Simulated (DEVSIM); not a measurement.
System: W/SiO2/p-InP capacitor, at 300 K.

| layer (left to right) | material | thickness (nm) | Na (cm⁻³) |
|---|---|---|---|
| 1 | SiO2 | 1.30 | - |
| 2 | InP | 730 | 7.2e17 |

Metal gate on the left, work function 4.6 eV. Fixed charge at the semiconductor interface 1.6e10 cm⁻² (in units of +e); interface traps 2e11 cm⁻² eV⁻¹, uniform in energy, neutral level at 0.5 of the gap above the valence band.

Constants are typed, rounded textbook-type inputs, not results; the design itself was drawn at random and stands for no fabricated device. Values at 300 K.

```
parameter      SiO2     InP
-------------  ----  ------
gap (eV)          9   1.344
affinity (eV)   0.9    4.38
permittivity    3.9    12.5
Nc (cm⁻³)         -  5.7e17
Nv (cm⁻³)         -  1.1e19
```

DEVSIM, 1D Poisson equation in equilibrium, Boltzmann statistics, complete ionisation; no quantum confinement or tunnelling. Metal contacts follow the ideal Schottky-Mott rule: no Fermi-level pinning, no interface dipoles.

The gate work function was swept, all else fixed.

```tsv
gate work function (eV)	flat-band voltage (V)
4.3	-1.36
4.45	-1.21
4.6	-1.06
4.75	-0.91
4.9	-0.76
```

From the first row to the last the flat-band voltage goes from -1.36 to -0.76.
